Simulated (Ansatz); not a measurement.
Consider the following.

```xyz
5
Lattice="4.1293 0.0000 0.0000 0.0000 4.1293 0.0000 0.0000 0.0000 4.1763" Properties=species:S:1:pos:R:3 pbc="T T T"
Sr     2.0647     2.0647     2.3069
Zr     0.0000     0.0000     0.0081
O      0.0000     0.0000     2.0137
O      2.0647     0.0000     3.9833
O      0.0000     2.0647     3.9833
```

A single point on SrZrO3 with a change (biaxial strain +0.44 %, plane normal [001], relaxed out of plane), its geometry relaxed with PBEsol.

Method: PBEsol (Ansatz, an electronic-structure program), noncollinear with spin-orbit coupling. k-mesh 8×8×8 (Γ-centred); smearing 0.05 eV (Fermi–Dirac).

Predict the band gap, gap character, width of the top valence band and hole mass.

The band gap is 3.30 eV and the gap character is indirect, A → Γ. The width of the top valence band is 0.86 eV and the hole mass is 0.94 mₑ out of plane, 2.0 mₑ in plane (at A).

Single points use the geometry relaxed with PBEsol. Effective masses come from finite differences of ±0.01 Å⁻¹. Whether these cells are dynamically stable was not tested. The cell was made from SrZrO3 (space group P4mm, No. 99; a cell from a computed database, its experimental status unchecked) by this change: biaxial strain +0.44 %, plane normal [001], relaxed out of plane.
